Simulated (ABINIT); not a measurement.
## Equation of state of zinc-blende CdSe (space group 216): energy against volume (ABINIT, PBEsol)

```yaml
crystal:
  lattice:
    - [0.00000, 2.93717, 2.93717]
    - [2.93717, 0.00000, 2.93717]
    - [2.93717, 2.93717, 0.00000]
  atoms:
    - { symbol: Cd, position: [0.00000, 0.00000, 0.00000] }
    - { symbol: Se, position: [0.75000, 0.75000, 0.75000] }
```

Method of the run: PBEsol, norm-conserving pseudopotentials (PseudoDojo nc-sr-04 PBEsol standard) (plane waves; ABINIT 10.0.3). Settings: pseudos = [Cd.upf, Se.upf]; ecut = 66 Ha; ixc = -116133; occopt = 3; tsmear = 0.01 eV; ngkpt = 10 10 10; nshiftk = 1; shiftk = 0 0 0; potentials = PseudoDojo nc-sr-04 PBEsol standard; nband = 24; kptopt = 1; nstep = 80; tolvrs = 1e-10. The cell above is the first row's. The rows scale it uniformly. In all rows fractional positions and the k mesh are held. E is the free energy at the stated smearing, counted from the lowest row.

```
V (Å^3/atom)  E (meV/atom)
------------  ------------
25.339               55.19
25.890               34.18
26.441               18.72
26.991                8.21
27.542                2.12
28.093                0.00
28.644                1.42
29.195                   ?
```

Taking the third-order Birch-Murnaghan form, a cubic in V^(-2/3) for E over the 7 complete rows: With u = V^(-2/3) - 0.1112, the rows have u = 0.0047152, 0.0030647, 0.0014717, -0.0000642, -0.0015514, -0.0029899, -0.0043821. Least squares gives E = 8.567 + 5555.0·u + 906789·u² + 2567866·u³. Residuals (row less fit): 0.000, -0.002, 0.006, -0.004, -0.002, 0.004, -0.001; standard error 0.005 (degrees of freedom: 3). Its minimum lies at u = -0.0031039, so V0 = (0.1080961)^(-3/2) = 28.14. There d²E/du² = 1766000 and d³E/du³ = 1.541e7, so B0 = (4/9) × 28.14^(-7/3) × 1766000 × 0.160218 = 52.2 GPa (the last factor turns the table's units into GPa), and B0' = 4 + (2/3) × 0.1080961 × (1.541e7)/1766000 = 4.6. The program's pressures in the fitted runs (not shown) pass through zero at V = 28.14, 0.00 % from this V0.

Q: Estimate the missing E (V = 29.195); what did the run itself give?

A: u = -0.0057303, so E = 8.567 + 5555.0 × (-0.0057303) + 906789 × (-0.0057303)² + 2567866 × (-0.0057303)³ = 6.028 meV/atom. The calculation gives 5.99 meV/atom, 0.038 meV/atom below the prediction (0.1 % of the range of E in the table). The row lies outside the fitted rows, so this is an extrapolation. From the scatter of the fitted rows alone, a prediction at this place has a standard error of 0.014 meV/atom, so the miss is 2.7 times that.

Carrying the step between the two nearest rows on in a straight line would have given 2.84, off by 3.15; series whose last step already gives the withheld value aren't shown. The scan was laid around a cell of about the measured size, scaled by a guess for this functional. This is one of two polymorphs. The runs keep the symmetry of the cell, so they don't test it for distortions. 1 of the planned runs didn't end soundly and are left out. Cutoffs and mesh are single choices, not tested for convergence of this quantity. Series with a scatter that would blur these digits, or in which a gap closes, are not shown. Nor are scans whose minimum lies at an end fitted in this form.
